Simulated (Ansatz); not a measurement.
ZnSiP2 in the chalcopyrite structure (space group I-42d, No. 122)

```
CELL_PARAMETERS angstrom
     -2.67644     2.67644     5.22279
      2.67644    -2.67644     5.22279
      2.67644     2.67644    -5.22279
ATOMIC_POSITIONS crystal
  Zn 0.75000 0.25000 0.50000
  Zn 0.00000 0.00000 0.00000
  Si 0.25000 0.75000 0.50000
  Si 0.50000 0.50000 0.00000
  P  0.13947 0.12500 0.51447
  P  0.61053 0.62500 0.48553
  P  0.37500 0.86053 0.98553
  P  0.87500 0.38947 0.01447
```

Calculations: PBEsol, PAW, 420 eV (Ansatz, a quantum-chemistry and plane-wave program; without spin-orbit coupling), earlier PAW set. k-mesh 9×9×9 (Γ-centred); smearing 0.05 eV (Fermi–Dirac).

```json
{
  "volume_per_atom": "18.71 Å³",
  "density": "3.45 g/cm³",
  "band_gap": "1.16 eV, direct at Γ",
  "electron_mass": "1.4 mₑ along c, 0.25 mₑ across",
  "hole_mass": "0.16 mₑ along c, 0.37 mₑ across",
  "total_energy": "-1345.940 eV/atom (σ→0; compares only within this code and set-up)"
}
```

Effective masses come from finite differences of ±0.01 Å⁻¹. No phonon test of stability was made.
